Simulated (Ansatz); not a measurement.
Here is the system:

```yaml
crystal:
  lattice:
    - [4.08776, 0.00000, 0.00000]
    - [0.00000, 11.40037, 0.00000]
    - [0.00000, 0.00000, 4.14864]
  atoms:
    - { symbol: Sn, position: [0.75000, 0.37861, 0.59459] }
    - { symbol: Sn, position: [0.25000, 0.12139, 0.09459] }
    - { symbol: Sn, position: [0.25000, 0.62139, 0.40541] }
    - { symbol: Sn, position: [0.75000, 0.87861, 0.90541] }
    - { symbol: S, position: [0.75000, 0.64932, 0.97989] }
    - { symbol: S, position: [0.25000, 0.85068, 0.47989] }
    - { symbol: S, position: [0.25000, 0.35068, 0.02011] }
    - { symbol: S, position: [0.75000, 0.14932, 0.52011] }
```

No spin polarisation.

Computed with DFT with PBE-D3(BJ), PAW potentials and a 420 eV plane-wave cutoff in Ansatz (a program for electronic structure), without spin-orbit coupling. Settings: 8×3×8 k-points, 0.05 eV Fermi–Dirac smearing.

Problem. Predict the pressure, band gap and width of the top valence band.

Solution. 
- Pressure (mean of the normal stresses, compression positive) = -7.6 kbar
- Band gap = 0.67 eV
- Width of the top valence band = 1.78 eV

The cells carry an imposed strain or load. No phonon test of stability was made. The cell was made from SnS in the GeS type structure (space group Pnma, No. 62) by this change: biaxial strain +2.20 %, plane normal [001], relaxed out of plane.
